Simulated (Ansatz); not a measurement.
## V3Si, pressure series

Base system: V3Si in the A15 (Cr3Si type) structure (space group Pm-3n, No. 223; a = 4.650 Å).

Cell and atoms are relaxed at each pressure.

Method: PBEsol in Ansatz (plane waves to 420 eV, PAW, no spin-orbit coupling), earlier PAW set.

Notes on the quantities. enthalpy: H = E + PV relative to the base's energy.

```json
[
 {"change": "base", "enthalpy": "–", "lattice parameter a": "4.650 Å"},
 {"change": "pressure −2 GPa", "enthalpy": "-0.16 eV/atom", "lattice parameter a": "4.665 Å"},
 {"change": "pressure −1 GPa", "enthalpy": "-0.08 eV/atom", "lattice parameter a": "4.657 Å"},
 {"change": "pressure 1.8 GPa", "enthalpy": "+0.14 eV/atom", "lattice parameter a": "4.637 Å"},
 {"change": "pressure 4.2 GPa", "enthalpy": "+0.33 eV/atom", "lattice parameter a": "4.620 Å"},
 {"change": "pressure 9 GPa", "enthalpy": "+0.69 eV/atom", "lattice parameter a": "4.588 Å"},
 {"change": "pressure 18 GPa", "enthalpy": "+1.36 eV/atom", "lattice parameter a": "[?]"},
 {"change": "pressure 30 GPa", "enthalpy": "+2.21 eV/atom", "lattice parameter a": "4.475 Å"},
 {"change": "pressure 45 GPa", "enthalpy": "+3.24 eV/atom", "lattice parameter a": "4.411 Å"},
 {"change": "pressure 60 GPa", "enthalpy": "+4.22 eV/atom", "lattice parameter a": "4.356 Å"}
]
```

Problem. Some entries are withheld; estimate them.

Solution. 
- pressure 18 GPa, lattice parameter a: 4.535 Å

Load acts through the strain it causes; cell and atoms are relaxed under it. Stability against distortions was not tested. Competing high-pressure phases were not computed. Seeded moments were not kept for the base. The final runs are not spin-polarised.

Ansatz is a program for electronic structure.
